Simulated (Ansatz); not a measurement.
# HfC: response to strain

The parent structure is HfC in the rock salt structure (space group Fm-3m, No. 225; relaxed with 0.1 eV smearing).

```
CELL_PARAMETERS angstrom
      0.00000     2.32565     2.32565
      2.32565     0.00000     2.32565
      2.32565     2.32565     0.00000
ATOMIC_POSITIONS crystal
  Hf 0.00000 0.00000 0.00000
  C  0.50000 0.50000 0.50000
```

Strains are applied to the cell and any free atomic positions relax.

Method: PBE (Ansatz, a quantum-chemistry and plane-wave program), no SOC.

Candidates:
(a) isotropic strain +2.00 %
(b) isotropic strain −3.00 %
(c) isotropic strain +1.50 %

Notes on the quantities. energy relative to the base: free energy F.

Problem. Order them by energy relative to the base, highest first.

Solution. (b) isotropic strain −3.00 % (+81 meV/atom), (a) isotropic strain +2.00 % (+31 meV/atom), (c) isotropic strain +1.50 % (+18 meV/atom)

Stability against distortions was not tested. The final runs are not spin-polarised.
